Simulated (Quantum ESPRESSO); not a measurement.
Habitual settings against a tight run: SrZnSbF (P4/nmm, 8 atoms in the cell)

Self-consistent single point.

```xyz
8
Lattice="4.2722 0.0000 0.0000 0.0000 4.2722 0.0000 0.0000 0.0000 9.2971" Properties=species:S:1:pos:R:3 pbc="T T T"
Sr     0.0000     2.1361     7.9964
Sr     2.1361     0.0000     1.3007
Zn     2.1361     2.1361     4.6485
Zn     0.0000     0.0000     4.6485
Sb     0.0000     2.1361     2.9842
Sb     2.1361     0.0000     6.3129
F      2.1361     2.1361     0.0000
F      0.0000     0.0000     0.0000
```

Method: LDA (PZ), GBRV 1.5 ultrasoft (LDA) pseudopotentials (plane waves; Quantum ESPRESSO).

Base settings: ecutwfc = 50 Ry; ecutrho = 250 Ry; occupations = smearing; smearing = marzari-vanderbilt; degauss = 0.0147 Ry; K_POINTS = automatic 6 6 3 0 0 0; conv_thr = 1e-11 Ry.

Tight run (finer mesh or higher cutoff; not a proven limit): ecutwfc: 50 Ry → 70 Ry; ecutrho: 250 Ry → 350 Ry; conv_thr: 1e-11 Ry → 7.3e-11 Ry; K_POINTS: automatic 6 6 3 0 0 0 → automatic 9 9 5 0 0 0. It gave Fermi level (on the code's own zero) 9.97 eV; pressure -2.74 GPa; largest force (vector length) 0.229 eV/Å.

Quick runs, as changes from the base:
- A: the base itself
- B: ecutwfc: 50 Ry → 40 Ry; ecutrho: 250 Ry → 200 Ry; smearing: marzari-vanderbilt → fermi-dirac; degauss: 0.0147 Ry → 0.0099958 Ry; conv_thr: 1e-11 Ry → 7.3e-05 Ry; K_POINTS: automatic 6 6 3 0 0 0 → automatic 6 6 6 0 0 0
- C: ecutwfc: 50 Ry → 25 Ry; ecutrho: 250 Ry → 125 Ry; conv_thr: 1e-11 Ry → 7.3e-05 Ry; K_POINTS: automatic 6 6 3 0 0 0 → automatic 2 2 2 0 0 0
- D: ecutwfc: 50 Ry → 30 Ry; ecutrho: 250 Ry → 150 Ry; K_POINTS: automatic 6 6 3 0 0 0 → automatic 3 3 3 1 1 1
- E: ecutwfc: 50 Ry → 25 Ry; ecutrho: 250 Ry → 125 Ry; smearing: marzari-vanderbilt → methfessel-paxton; degauss: 0.0147 Ry → 0.0099958 Ry; K_POINTS: automatic 6 6 3 0 0 0 → automatic 4 4 4 1 1 1

Energies are extrapolated to zero smearing width, which holds to low order in the width alone (under cold and Methfessel-Paxton smearing the free energy itself is taken).

Dashes: pressure of B, C, not trusted under this conv_thr with d or f elements; time of C, D, E, under 30 s.

The count of work is k-points × plane waves × bands × iterations; it is no time. Core times come from one kind of shared machine and are given to one figure; runs under 30 s give none.

The starting cell comes from a database of computed structures (which also holds hypothetical and non-ambient phases and stackings), without a prior relaxation at this level. Its lattice was rescaled by a random factor within 2.5 % of one. The run gives no clean gap (levels at the Fermi energy touch, overlap or are partly filled at this smearing), which alone does not show that the compound is a metal.

```
run  energy less tight (meV/atom)  pressure less tight (GPa)  largest miss in a force vector (eV/Å)  count of work / tight  core time / tight (rough)
---  ----------------------------  -------------------------  -------------------------------------  ---------------------  -------------------------
A                             7.5                      -0.06                                  0.021                   0.27                        0.3
B                            15.1                          –                                  0.051                   0.23                        0.2
C                          2751.2                          –                                  0.219                  0.021                          –
D                           296.1                     -23.00                                  0.076                  0.040                          –
E                          2461.4                    -111.36                                  0.067                  0.030                          –
```

Among the runs at the tight run's level, the energy misses run from 7.5 to 2751.2 meV/atom.

Left out of this page: 1 run of the series outside the window shown, repeating another row's setting, or not comparable.
